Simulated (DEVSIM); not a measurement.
System: Pd/SiO2/p-Si capacitor, at 300 K.

Layer 1 from the left is SiO2, thickness (nm) 1.10. Layer 2 from the left is Si, thickness (nm) 1500, Na (cm⁻³) 1.4e17.

Metal gate on the left, work function 5.2 eV. Fixed charge at the semiconductor interface -1.5e11 cm⁻² (in units of +e); no interface traps.

This is a model device: material constants are rounded textbook-type values typed into the input, and sizes, dopings and lifetimes were drawn at random. Values at 300 K.

SiO2: gap (eV) 9, affinity (eV) 0.9, permittivity 3.9. Si: gap (eV) 1.124, affinity (eV) 4.05, permittivity 11.7, Nc (cm⁻³) 2.86e19, Nv (cm⁻³) 3.1e19.

Task: Estimate by hand the flat-band voltage, the threshold voltage, and compare with a numerical solution.

Result: 
- Flat-band voltage: C = 3.14 μF/cm², work-function difference 0.166 V; VFB = φms − qNf/C = 0.17 V; numerical 0.17 V.
- Threshold voltage: φF = 0.423 V, depletion charge √(4εqNφF) = 1.98e-7 C/cm²; VT = VFB + 2φF + Qd/C = 1.08 V; numerical 1.08 V.

DEVSIM, 1D Poisson equation in equilibrium, Boltzmann statistics, complete ionisation; no quantum confinement or tunnelling. Metal contacts follow the ideal Schottky-Mott rule: no Fermi-level pinning, no interface dipoles.
